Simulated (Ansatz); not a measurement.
Consider W in the bcc (W type) structure (space group Im-3m, No. 229; a = 3.169 Å; relaxed with 0.1 eV smearing).

Level of theory: r2SCAN/PAW in Ansatz (a quantum-chemistry and plane-wave program), no spin-orbit coupling.

Base values:

| Item | Result |
|---|---|
| Pressure | 0.0 GPa |
| Band gap | zero |

Modification: the cell is scaled by 0.9850 in all directions; the atoms relax in the strained cell.

Question: How does this affect the energy relative to the base, pressure and band gap?

Answer: The energy goes up by 34 meV/atom; the pressure goes from zero to 15.9 GPa; the band gap stays zero.

Whether these cells are dynamically stable was not tested. The final runs are not spin-polarised.
